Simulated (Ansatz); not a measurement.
The starting structures come from a database of crystals and need not be the phases stable at ambient conditions.

Tunnelling through a barrier is set by its complex band structure: the current falls as exp(−2κd) with the smallest κ.

Here is the system:

```
CELL_PARAMETERS angstrom
      8.48066     0.00000     0.00000
      2.82689     8.60817     0.00000
      4.24033     0.00000     2.44816
ATOMIC_POSITIONS crystal
  Rb 0.00000 0.00000 0.00000
  Tl 0.50000 0.50000 0.00000
  S  0.75855 0.72435 0.00000
  S  0.24145 0.27565 0.00000
  O  0.70257 0.89229 0.00000
  O  0.29743 0.10771 0.00000
  O  0.93340 0.33459 0.57215
  O  0.50555 0.33459 0.72091
  O  0.22646 0.33459 0.70694
  O  0.49445 0.66541 0.57215
  O  0.77354 0.66541 0.72091
  O  0.06660 0.66541 0.70694
```

Space group of this cell: R32. The cell is taken as given; by r2SCAN its mean pressure is 1.0 GPa.

Transport runs along the normal of the first two printed cell vectors, the (110) plane of the conventional cell.

The gap is the functional's own. No spin-orbit coupling. Mid-gap values are interpolated on the energy grid.

### Question
State the band gap and the smallest decay constant κ at mid-gap according to r2SCAN run with Ansatz (an electronic-structure program).

### Answer
Gap 2.74 eV on a 12×12×12 mesh; κ = 0.405 1/Å, at the zone centre.
